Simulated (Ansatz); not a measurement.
Take Fe2O3 in the corundum structure (space group R-3c, No. 167; a = 4.698 Å, c = 13.190 Å (hexagonal axes); ferromagnetic) as the base.

Level of theory: PBEsol (Ansatz, an electronic-structure program), without spin-orbit coupling.

For the base:

| Quantity | Value |
|---|---|
| Shortest interatomic distance | 1.868 Å |
| Gap character | absent |
| Band gap | zero |

The change: C takes the place of O on all its sites, then cell and atoms are relaxed.

**Question.** How does this affect the shortest interatomic distance?

**Answer.** The shortest interatomic distance decreases by 0.021 Å, from 1.868 Å to 1.847 Å.

**Question.** What happens to the gap character?

**Answer.** The gap character becomes indirect, Γ → Γ–T (60 % along) (base: absent).

**Question.** Estimate the effect on the valence-band top at Γ.

**Answer.** The valence-band top at Γ (three highest levels, from the VBM) amounts to 0.00, 0.00, -0.93 eV.

**Question.** Predict the new band gap.

**Answer.** The band gap goes from zero to 0.23 eV.

Stability against distortions was not tested. As relaxed here, Fe2C3 is a hypothetical phase, not in the database extracts checked. Starting moments died away, wholly or in part, for O → C; another magnetic solution may exist. No Hubbard U is applied and the magnetic state is the run's own (Fe2O3 ferromagnetic); small cells can't hold the antiferromagnetic order that many such compounds have, so gaps and moments can be off. Spin-polarised in the final run: base; the other runs are not. In its common phase, real Fe2O3 is an antiferromagnetic insulator at low temperature. A zero or small gap of Fe2C3 can be the functional's error rather than a property of the material.
